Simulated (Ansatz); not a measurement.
# Ru: uniaxial strain ε_zz = −4.37 %

The parent structure is Ru in the hcp (Mg type) structure (space group P6_3/mmc, No. 194; a = 2.705 Å, c = 4.260 Å). Axes: x lies along a and z along c of the hexagonal cell.

It is then changed as follows: the cell is compressed by 4.37 % along z with no lateral relaxation, atoms relaxed at fixed cell.

All numbers come from r2SCAN in Ansatz (plane waves to 500 eV, PAW, without spin-orbit coupling). Γ-centred 20×20×11 mesh, Fermi–Dirac width 0.05 eV.

The volume per atom drops by 0.59 Å³, from 13.49 Å³ to 12.90 Å³ and the shortest interatomic distance shrinks by 0.074 Å to 2.567 Å. The energy increases by 62 meV/atom and the pressure (mean of the normal stresses, compression positive) goes from zero to 18.5 GPa. The band gap is still zero and the stress (xx, yy, zz, yz, xz, xy; compression positive) is (10.1, 10.1, 35.4, 0.0, 0.0, 0.0) GPa (rough).

Final structure:

```xyz
2
Lattice="2.7046 0.0000 0.0000 -1.3523 2.3422 0.0000 0.0000 0.0000 4.0739" Properties=species:S:1:pos:R:3 pbc="T T T"
Ru     0.0000     1.5615     3.0554
Ru     1.3523     0.7807     1.0185
```

Cost of the whole job for the changed cell (relaxation, final SCF and bands): roughly 50 core-seconds.

Without a gap, meshes like the base's 20×20×11 leave anisotropic stresses uncertain by several tenths of a GPa, and small strain energies with them. Stability against distortions was not tested. The final runs are not spin-polarised.

Ansatz is a first-principles code.
